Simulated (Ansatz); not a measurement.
The reference is Cu in the fcc (Cu type) structure (space group Fm-3m, No. 225; a = 3.563 Å; relaxed with 0.1 eV smearing). Axes: x, y, z lie along the cube axes.

The values are results of PBEsol (Ansatz, a first-principles code, PAW, scalar-relativistic without spin-orbit coupling), earlier PAW set, not measurements.

It is then changed as follows: a pure shear with ε_yz = ε_zy = -0.0153, atoms relaxed at fixed cell.

**Question.** Predict the stress tensor and what it implies for the stiffness.

**Answer.** Stress of the strained cell less that of the base (GPa, compression positive):
```
    0.0     0.0     0.0
    0.0     0.3     2.9
    0.0     2.9     0.3
```

Then −Δσ/γ with γ = 2ε = -0.0306 gives secant stiffness values (nonlinear terms included at this strain): C44 ≈ 94 GPa.

Whether these cells are dynamically stable was not tested. All final runs are without spin polarisation.
